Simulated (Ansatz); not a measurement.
Report: zincblende BN (F-43m), hydrostatic pressure

Cell and atoms are relaxed with PBEsol to each stress (compression positive); bands and masses by PBE, rigid bands (plane waves, PAW, scalar-relativistic; Ansatz, an electronic-structure program).

```cif
data_B4N4
_chemical_formula_sum 'B4 N4'
_space_group_name_H-M_alt 'F-43m'
_space_group_IT_number 216
_space_group_name_Hall 'F -4 2 3'
_cell_length_a 3.60568
_cell_length_b 3.60568
_cell_length_c 3.60568
_cell_angle_alpha 90.000
_cell_angle_beta 90.000
_cell_angle_gamma 90.000
loop_
_atom_site_label
_atom_site_type_symbol
_atom_site_symmetry_multiplicity
_atom_site_Wyckoff_symbol
_atom_site_fract_x
_atom_site_fract_y
_atom_site_fract_z
_atom_site_occupancy
B1 B 4 a 0.00000 0.00000 0.00000 1
N1 N 4 d 0.75000 0.75000 0.75000 1
```
(The calculation used a cell of 2 atoms; values per cell refer to that cell.)

```json
[
 {"stress (GPa)": "-18.00", "ln(V/V₀) (%)": "5.13", "gap (eV)": "4.423", "mean mₑ*": "0.40"},
 {"stress (GPa)": "-9.00", "ln(V/V₀) (%)": "2.44", "gap (eV)": "4.455", "mean mₑ*": "0.39"},
 {"stress (GPa)": "0", "ln(V/V₀) (%)": "0", "gap (eV)": "4.481", "mean mₑ*": "0.39"},
 {"stress (GPa)": "9.00", "ln(V/V₀) (%)": "-2.24", "gap (eV)": "4.502", "mean mₑ*": "0.39"},
 {"stress (GPa)": "18.00", "ln(V/V₀) (%)": "-4.32", "gap (eV)": "4.525", "mean mₑ*": "0.39"}
]
```

 Masses are conductivity masses at 300 K in electron masses, harmonic means over x, y and z.

Problem. Estimate the bulk modulus from the two loads next to zero.

Solution. B ≈ −Δp/Δln V = 18.00 GPa/4.68 % = 380 GPa (PBEsol), a mean over this interval.

Problem. How fast does the gap move on either side of zero load?

Solution. Under tension, (4.423 − 4.481) eV over -18.00 GPa = 3 meV/GPa, or about -1.1 eV per unit ln V; under compression, (4.525 − 4.481) eV over 18.00 GPa = 2 meV/GPa, or about -1.0 eV per unit ln V. The two slopes part by 1 meV/GPa; gaps are resolved to about 0.01 eV, which allows 1 meV/GPa, so these rows don't tell them apart.

Masses are those of dilute carriers in rigid bands with one relaxation time, without polarons. Third decimals of gaps are kept for the arithmetic. Spin-orbit coupling is left out. Every relaxation keeps the zincblende phase (space group F-43m under this load), so a transition, a distortion that breaks the symmetry or fracture can't show.
